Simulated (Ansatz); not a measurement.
# A constructed model of the (0001) surface of hcp Ru, p(2x2) surface alloy, Sn on one Ru site of the top plane (bottom of the slab: a bare face, its two planes held)

These are PBE (plane waves to 420 eV, PAW; Ansatz, a program for electronic structure) values and carry that method's errors.

Set-up: 24 atoms, 10.7 Å thick at the start; mesh 8x8x1; 0.1 eV smearing; dipole correction on; 8 atoms held, the rest relaxed; held to the start's symmetry, so lower structures may exist; no spin, no spin-orbit, no U. It is one candidate, not shown to be the stable structure of the face.

The work function of the top face is 4.53 eV and the energy released by relaxation is 0.68 eV. The cost is around 6 core-minutes (rough).
